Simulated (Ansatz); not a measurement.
The starting structures come from a database of crystals and need not be the phases stable at ambient conditions.

Consider the following.

```yaml
crystal:
  lattice:
    - [5.02537, 0.00000, 0.00000]
    - [0.00000, 5.08413, 0.00000]
    - [0.87608, 0.00000, 5.17090]
  atoms:
    - { symbol: Nb, position: [0.70738, 0.54752, 0.71957] }
    - { symbol: Nb, position: [0.29262, 0.45248, 0.28043] }
    - { symbol: Nb, position: [0.29262, 0.04752, 0.78043] }
    - { symbol: Nb, position: [0.70738, 0.95248, 0.21957] }
    - { symbol: N, position: [0.55560, 0.25483, 0.97551] }
    - { symbol: N, position: [0.44440, 0.74517, 0.02449] }
    - { symbol: N, position: [0.44440, 0.75483, 0.52449] }
    - { symbol: N, position: [0.55560, 0.24517, 0.47551] }
    - { symbol: O, position: [0.93852, 0.67685, 0.34953] }
    - { symbol: O, position: [0.06148, 0.32315, 0.65047] }
    - { symbol: O, position: [0.06148, 0.17685, 0.15047] }
    - { symbol: O, position: [0.93852, 0.82315, 0.84953] }
```

Space group of this cell: P2_1/c. The cell is taken as given; by PBEsol its mean pressure is -10.9 GPa.

Transport runs along the normal of the first two printed cell vectors.

The gap is the functional's own. No spin-orbit coupling. Mid-gap values are interpolated on the energy grid.

Question: Predict the band gap and the smallest decay constant κ at mid-gap from PBEsol (Ansatz, a first-principles code).

Answer: Gap 1.55 eV on a 6×6×6 mesh; κ = 0.266 1/Å, at the zone centre.
